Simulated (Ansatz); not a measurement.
The starting structures come from a database of crystals and need not be the phases stable at ambient conditions.

Here is the system:

```xyz
6
Lattice="4.2939 0.0000 0.0000 0.0000 4.2939 0.0000 0.0000 0.0000 8.1923" Properties=species:S:1:pos:R:3 pbc="T T T"
Sr     0.0000     2.1470     1.2784
Sr     2.1470     0.0000     6.9139
H      2.1470     2.1470     0.0000
H      0.0000     0.0000     0.0000
I      0.0000     2.1470     5.4461
I      2.1470     0.0000     2.7462
```

Space group of this cell: P4/nmm. The cell was relaxed by PBE-D3(BJ); by r2SCAN its mean pressure is 1.4 GPa.

Transport runs along the normal of the first two printed cell vectors, the (001) plane of the conventional cell.

No gap correction and no spin-orbit coupling; mid-gap values are interpolated between computed energies.

**Question.** Give the band gap and the smallest decay constant κ at mid-gap that r2SCAN (Ansatz, a program for electronic structure) yields.

**Answer.** Gap 3.66 eV on a 8×8×4 mesh; κ = 0.310 1/Å, at the zone centre.
